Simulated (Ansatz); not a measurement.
Consider Ba in the bcc (W type) structure (space group Im-3m, No. 229).

```yaml
crystal:
  lattice:
    - [-2.51000, 2.51000, 2.51000]
    - [2.51000, -2.51000, 2.51000]
    - [2.51000, 2.51000, -2.51000]
  atoms:
    - { symbol: Ba, position: [0.00000, 0.00000, 0.00000] }
```

Method: plane-wave PAW DFT at the PBE level (Ansatz, an electronic-structure program, 420 eV), scalar-relativistic without spin-orbit coupling.

For the base:

| Property | Result |
|---|---|
| Lattice parameter a | 5.020 Å |

The change: a hydrostatic pressure of 10 GPa.

Task: What happens to the lattice parameter a?

Result: The lattice parameter a drops by 0.862 Å (5.020 Å → 4.158 Å).

Load acts through the strain it causes; cell and atoms are relaxed under it. Whether these cells are dynamically stable was not tested. Measured, Ba leaves this structure (for hcp) near 5.5 GPa (temperature not stated; as listed in Olga Degtyareva, NATO science for peace and security series. B, Physics and biophysics (2010)).
